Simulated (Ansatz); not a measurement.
Mg2NbN3 (C2/c, No. 15, 12 atoms in the cell; start mp-1246788), treated with PBEsol+SOC (Ansatz, a program for electronic structure, PAW).

Numerical settings: plane-wave cutoff 520 eV, 6×6×6 k mesh, Fermi–Dirac smearing 0.01 eV, PAW data made under PBE.

Cell (relaxed with PBEsol):

```
CELL_PARAMETERS angstrom
      4.72504    -3.07287     0.00990
      4.72504     3.07287     0.00990
     -2.64563     0.00000     5.03158
ATOMIC_POSITIONS crystal
  Mg 0.91561 0.75460 0.42281
  Mg 0.08439 0.24540 0.57719
  Mg 0.24540 0.08439 0.07719
  Mg 0.75460 0.91561 0.92281
  Nb 0.58878 0.41122 0.75000
  Nb 0.41122 0.58878 0.25000
  N  0.90040 0.09960 0.75000
  N  0.09960 0.90040 0.25000
  N  0.58674 0.72545 0.07355
  N  0.41326 0.27455 0.92645
  N  0.27455 0.41326 0.42645
  N  0.72545 0.58674 0.57355
```

**Question.** What does this level give for the band gap and direct gap at Γ?

**Answer.** 
- band gap = 1.33 eV (on the SCF k mesh)
- direct gap at Γ = 2.08 eV

The computed numbers hold no vibrational or temperature effects.

Computing time: about 3 core-minutes (a rough figure).

A start named mp-… is a Materials Project structure, which need not be a measured phase.
